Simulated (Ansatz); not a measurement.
Ni on the Si site in 4H silicon carbide, relaxed from 2 sites or starts (the Si(h) site; the Si(k) site); at each charge the lowest end counts.

Calculation: PBE, PAW (plane waves to 420 eV; Ansatz, a program for electronic structure). Details: 96-site cell; 2×2×2 shifted k-points; host gap 2.23 eV; charged states image-corrected; no Hubbard U; finite-size errors of tenths of an eV; flagged in the runs: for some of the defects a host whose relaxation on this sampling wasn't shown to rest.

```
charge  neighbours at the lowest end (Å)  corrected energy + q E_VBM, against the first (eV)
------  --------------------------------  --------------------------------------------------
+1        C 1.94, C 1.94, C 1.94, C 1.94                                                0.00
0         C 1.96, C 1.96, C 1.96, C 1.97                                                0.33
−1        C 1.98, C 1.98, C 1.98, C 1.99                                                1.17
−2        C 2.00, C 2.00, C 2.00, C 2.01                                                3.14
```

Charges from +1 to −2 were run. The lines E(q) + q E_F give the stable charge, which changes above the valence-band maximum at (+1/0) at 0.33 eV; (0/−1) at 0.83 eV; (−1/−2) at 1.98 eV.
